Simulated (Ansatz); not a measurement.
The reference is WSe$_{2}$ (space group P6_3/mmc, No. 194; a = 3.279 Å, c = 12.786 Å; layered, stacked along the Cartesian z axis). Axes: x lies along a and z along c of the hexagonal cell.

All numbers come from Ansatz (a program for electronic structure), PBE-D3(BJ), PAW, cutoff 420 eV, no spin-orbit coupling.

The change: the cell is compressed by 1.20 % along z with no lateral relaxation, atoms relaxed at fixed cell.

Task: Predict the stress tensor and what it implies for the stiffness.

Result: Stress of the strained cell less that of the base (GPa, compression positive):
```
   0.18    0.00    0.00
   0.00    0.18    0.00
   0.00    0.00    0.91
```

Then −Δσ_ii/ε with ε = -0.0120 gives relaxed-ion elastic constants: C33 ≈ 76 GPa.

Whether these cells are dynamically stable was not tested.
